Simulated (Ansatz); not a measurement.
Data:

```
CELL_PARAMETERS angstrom
      4.23608     0.00000     0.00000
      0.00000     4.23608     0.00000
      0.00000     0.00000     2.75502
ATOMIC_POSITIONS crystal
  Si 0.00000 0.00000 0.00000
  Si 0.50000 0.50000 0.50000
  O  0.30683 0.30683 0.00000
  O  0.80683 0.19317 0.50000
  O  0.19317 0.80683 0.50000
  O  0.69317 0.69317 0.00000
```

No spin polarisation.

Computed with PBE (Ansatz, an electronic-structure program, PAW, spin-orbit coupling left out). k-mesh 8×8×12 (Γ-centred); smearing 0.05 eV (Fermi–Dirac).

Q: Predict the band gap.

A: 4.53 eV.

Q: Predict the gap character.

A: Direct at Γ.

Q: Estimate the electron mass.

A: 0.33 mₑ along z, 0.43 mₑ across (at Γ).

Q: Estimate the stress (xx, yy, zz, yz, xz, xy; compression positive).

A: (-4.09, -4.09, -15.17, 0.00, 0.00, 0.00) GPa.

The cells carry an imposed strain or load. Masses are band curvatures over ±0.01 Å⁻¹ around the edge. No phonon test of stability was made. The cell was made from SiO₂ in the rutile structure (space group P4_2/mnm, No. 136) by this change: uniaxial strain ε_zz = +2.40 %.
